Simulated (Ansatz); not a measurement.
# AlPt, response to strain

Take AlPt (space group P2_13, No. 198; a cell from a computed database, its experimental status unchecked) as the base.

```
CELL_PARAMETERS angstrom
      4.86836     0.00000     0.00000
      0.00000     4.86836     0.00000
      0.00000     0.00000     4.86836
ATOMIC_POSITIONS crystal
  Al 0.84413 0.84413 0.84413
  Al 0.65587 0.15587 0.34413
  Al 0.34413 0.65587 0.15587
  Al 0.15587 0.34413 0.65587
  Pt 0.15395 0.15395 0.15395
  Pt 0.34605 0.84605 0.65395
  Pt 0.65395 0.34605 0.84605
  Pt 0.84605 0.65395 0.34605
```

Cartesian axes are those of the cell as printed.

Strains are applied to the cell and any free atomic positions relax; under stress the whole cell relaxes.

Computed with PBEsol (Ansatz, a first-principles code, PAW, no SOC).

Notes on the quantities. energy relative to the base: free energy F.

| variant | energy relative to the base | shortest interatomic distance |
|---|---|---|
| base | 0 meV/atom | 259.6 pm |
| uniaxial strain ε_xx = +0.75 % | +0.8 meV/atom | 259.6 pm |
| uniaxial strain ε_xx = +5.15 % | +33 meV/atom | 259.6 pm |
| uniaxial stress, 5 GPa compression along z | … | … |

Problem. What belongs in the blanks?

Solution. 
- uniaxial stress, 5 GPa compression along z, energy relative to the base: +4.5 meV/atom
- uniaxial stress, 5 GPa compression along z, shortest interatomic distance: 255.7 pm

Without a gap, meshes like the base's 10×10×10 leave anisotropic stresses uncertain by several tenths of a GPa, and small strain energies with them. Beyond what the load breaks, stability against distortions was not tested. All final runs are without spin polarisation.
